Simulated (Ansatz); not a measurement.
Consider K3P (space group P6_3/mmc, No. 194; a model cell).

```cif
data_K6P2
_chemical_formula_sum 'K6 P2'
_space_group_name_H-M_alt 'P 1'
_space_group_IT_number 1
_cell_length_a 5.67370
_cell_length_b 5.67370
_cell_length_c 10.03602
_cell_angle_alpha 90.000
_cell_angle_beta 90.000
_cell_angle_gamma 120.000
loop_
_space_group_symop_operation_xyz
  'x, y, z'
loop_
_atom_site_label
_atom_site_type_symbol
_atom_site_fract_x
_atom_site_fract_y
_atom_site_fract_z
_atom_site_occupancy
K1 K 0.00000 0.00000 0.25000 1
K2 K 0.00000 0.00000 0.75000 1
K3 K 0.33333 0.66667 0.91900 1
K4 K 0.66667 0.33333 0.41900 1
K5 K 0.66667 0.33333 0.08100 1
K6 K 0.33333 0.66667 0.58100 1
P1 P 0.33333 0.66667 0.25000 1
P2 P 0.66667 0.33333 0.75000 1
```

Calculations: Kohn–Sham DFT with the r2SCAN functional, run in Ansatz (a program for electronic structure) with PAW and 500 eV plane waves, no SOC.

Base values:

The lattice parameter a comes out as 5.674 Å. The width of the top valence band comes out as 0.30 eV.

It is then changed as follows: cell and atoms relaxed at a pressure of 5 GPa.

Question: How does this affect the lattice parameter a?

Answer: The lattice parameter a shrinks by 0.3584 Å (5.674 Å → 5.315 Å).

Question: What happens to the width of the top valence band?

Answer: The width of the top valence band increases by 0.10 eV (0.30 eV → 0.40 eV).

The levels and masses belong to the bands next to the band gap. Load acts through the strain it causes; cell and atoms are relaxed under it. No phonon test of stability was made. No other phases were tried under pressure.
